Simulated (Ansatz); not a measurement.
An Ansatz (a quantum-chemistry and plane-wave program) run: PbI2 with a change (Pb → Ge); DFT with PBEsol-D3(BJ), PAW potentials and a 420 eV plane-wave cutoff in Ansatz, no spin-orbit coupling.

Input:

Ansatz 0.2 input:
```yaml
crystal:
  lattice:
    - [4.1239356761, 0, 0]
    - [-2.0619678381, 3.5714330591, 0]
    - [0, 0, 6.569135898]
  atoms:
    - { symbol: Ge, position: [0, 0, 0] }
    - { symbol: I, position: [0.3333333333, 0.6666666667, 0.2647736184] }
    - { symbol: I, position: [0.6666666667, 0.3333333333, 0.7352263816] }
basis: { ecutwfc: 420, ecutrho_ratio: 4, xc_grid: 2, fft_grid_basis: typed }
kpoints: { mp_grid: { grid: [9, 9, 5] } }
hamiltonian:
  xc: pbesol
  dispersion: d3bj
  pseudopotentials: { kind: paw }
scf: { occupations: { method: fermi_dirac, width: 0.05 }, convergence: { dr2_threshold: 0.0000000003 } }
output: { forces: true, stress: true }
checkpoint: { write: state.ck, write_every: 1000 }
```

Output (explanatory and most iteration lines left out):

```
Pseudopotential: Ge, paw, valence charge 14
Pseudopotential: I, paw, valence charge 17
Crystal: 3 atoms, lattice volume = 96.753 Å³
Basis set: ecut = 420 eV, 1857 PW (Γ), exchange–correlation on 60×60×90 points (8 copies of the dense FFT grid, shifted against one another)
Bands: 28, of which v1, the nominal top of the filled ones, is band 24 counted from 1 (23 counted from 0)
Symmetry: 12 space group operations
Space group: P-3m1 (ITA 164), of the structure as read, at distance tolerance 4.6e-5 Å
k-points: 50 of 405
Functional: x = pbesol(κ = 0.804, μ = 0.12345679012345678), c = pbesol(β = 0.046)
SCF iter   1: F=—  HF=-19119.963509 eV  |F-HF|=—  |Δ(HF+E_count)|=         —  Δρ=1.67e-3  dr2=2.59e-3  ethr=1.77e-3  ⟨swp⟩=6.7  Hψ=6293  notcnv=0
SCF iter   2: F=—  HF=-19119.961085 eV  |F-HF|=—  |Δ(HF+E_count)|=   2.42e-3  Δρ=1.03e-3  dr2=9.86e-4  ethr=5.39e-6  ⟨swp⟩=2.0  Hψ=2561  notcnv=0
SCF 1 converged in 9 iterations: F = -19119.961137 eV  dr2 = 2.54e-10
SCF converged after 9 iterations
Free energy (F): -19119.961137 eV
Internal energy: -19119.961137 eV  (E = F + TS)
E sigma→0 (E₀):  -19119.961137 eV
Fermi energy:    8.044725 eV
  E_disp       = -0.916577  (pairwise vdW)
--- Forces (eV/Å), atoms counted from 1 ---
  atom   1  Ge    -0.00000000     0.00000000    -0.00000000
  atom   2  I     -0.00000000     0.00000000     0.00090098
  atom   3  I      0.00000000    -0.00000000    -0.00090098
--- Stress (GPa, compression-positive) ---
        0.002817      -0.000000      -0.000000
        0.000000       0.002817       0.000000
       -0.000000       0.000000       0.009028
  P = ⅓ Tr σ = 0.0049 GPa (0.049 kbar)
```

Spin-orbit coupling, missing from the scalar runs, can matter with I. No phonon test of stability was made. The cell was made from PbI2 by this change: Pb → Ge; the result is a model cell.
